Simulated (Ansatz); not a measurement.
The starting structures come from a database of crystals and need not be the phases stable at ambient conditions.

By PBEsol, the system below comes out a metal.

```
CELL_PARAMETERS angstrom
      4.00490     0.00000     0.00000
      0.00000     5.66378     0.00000
      0.00000     2.83189     2.83189
ATOMIC_POSITIONS crystal
  In 0.00000 0.00000 0.00000
  Pd 0.00000 0.50000 0.00000
  Pd 0.50000 0.00000 0.50000
  Pd 0.50000 0.50000 0.50000
```

The cell is taken as given; by PBEsol it stands under a pressure of -4.2 GPa.

The current flows along the normal of the first two printed cell vectors, the (110) plane of the conventional cell. No spin-orbit coupling; the value is a mean over 0.1 eV about the Fermi level.

Question: Estimate the ballistic conductance per area that PBEsol in Ansatz (a program for electronic structure) returns for this system.

Answer: 0.78 × 10¹⁵ S/m² for both spins.
